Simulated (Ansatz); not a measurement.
Take ZrO₂ in the fluorite structure (space group Fm-3m, No. 225; a = 5.0891 Å) as the base.

Perturbation: full substitution Zr → Hf; the structure is relaxed again.

Levels (all Ansatz, a program for electronic structure, PAW, earlier PAW set): r2SCAN (500 eV, no spin-orbit coupling); HSE06 (420 eV, no SOC); HSE06+SOC (600 eV, with spin-orbit coupling).

One geometry, relaxed with r2SCAN, under each level:

```tsv
level	band gap	lowest conduction level above the VBM at special points
r2SCAN	4.30 eV	X 4.30 eV; Γ 4.42 eV; K 4.81 eV
HSE06	5.41 eV	X 5.41 eV; Γ 5.58 eV; K 5.98 eV
HSE06+SOC	5.42 eV	X 5.42 eV; Γ 5.59 eV; K 5.97 eV
```

Single points use the geometry relaxed with r2SCAN. HSE06 was sampled on its mesh, a few special points and the semilocal edge points, so its gap is an upper bound. The spin-orbit shifts are approximate. With Hf present, leaving out spin-orbit coupling can change the band edges. No phonon test of stability was made. This is not the structure that HfO2 has at room temperature and ambient pressure. This is not the structure that ZrO2 has at room temperature and ambient pressure.
